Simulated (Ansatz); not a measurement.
# C: energy against volume

C (diamond, Fd-3m, 5.507 Å³/atom and stress up to 0.01 GPa in the relaxed cell, cube axes along x, y and z) under an equal strain ε along all three axes. LDA in Ansatz, a plane-wave DFT program (PAW, default set), 420 eV, 16×16×16 Γ-centred mesh, Fermi-Dirac smearing 0.05 eV; ions are relaxed, or left where forces stay under 0.02 eV/Å, within the symmetry of each cell.

Here V stands for volume and E for E less E0.

```
volume (Å³/atom)  E less E0 (meV/atom)  pressure (GPa)
----------------  --------------------  --------------
5.1827                           30.54           31.60
5.2624                           17.01           22.99
5.3430                            7.50           14.87
5.4243                            1.86            7.21
5.5065                            0.00            0.00
5.5895                            1.84           -6.81
5.6734                            7.11          -13.21
5.7581                           15.67          -19.24
5.8436                           27.46          -24.89
6.0171                               ?               ?
```

Q: Using the third-order Birch-Murnaghan form, a cubic in V^(-2/3), estimate the missing E at V = 6.0171 from the other rows, showing the fit.

A: With u = V^(-2/3) - 0.321, the rows have u = 0.012910, 0.009530, 0.006197, 0.002920, -0.000312, -0.003494, -0.006632, -0.009723, -0.012767. Least squares gives E = 0.064 + 110.97·u + 175599·u² - 95740·u³. Residuals (row less fit): -0.017, 0.023, 0.028, -0.023, -0.046, 0.016, 0.031, -0.004, -0.008; standard error 0.033 (degrees of freedom: 5). Its minimum lies at u = -0.000316, so V0 = (0.320684)^(-3/2) = 5.507. There d²E/du² = 351400 and d³E/du³ = -574400, so B0 = (4/9) × 5.507^(-7/3) × 351400 × 0.160218 = 467 GPa (the last factor turns the table's units into GPa), and B0' = 4 + (2/3) × 0.320684 × (-574400)/351400 = 3.7. B0' rests on the cubic coefficient alone and has a standard error of 0.1 from these residuals. At the withheld row, u = -0.018721, so E = 0.064 + 110.97 × (-0.018721) + 175599 × (-0.018721)² - 95740 × (-0.018721)³ = 60.158 meV/atom. The calculation gives 60.17 meV/atom, 0.012 meV/atom above the prediction (0.0 % of the range of E in the table). The row lies outside the fitted rows, so this is an extrapolation. From the scatter of the fitted rows alone, a prediction at this place has a standard error of 0.134 meV/atom, so the miss is 0.1 times that.

Other structures, which can take over under pressure, weren't tried. The same form fitted to the pressure column gives B0' = 3.6; series where the two differ by over 0.4 aren't shown. Rows are the converged runs of the series near zero and its far end, less any whose ions stayed unrelaxed beside relaxed ones; series whose fitted rows scatter by over a few per cent of the range, as at a crossing or softening among them, aren't shown in this form.
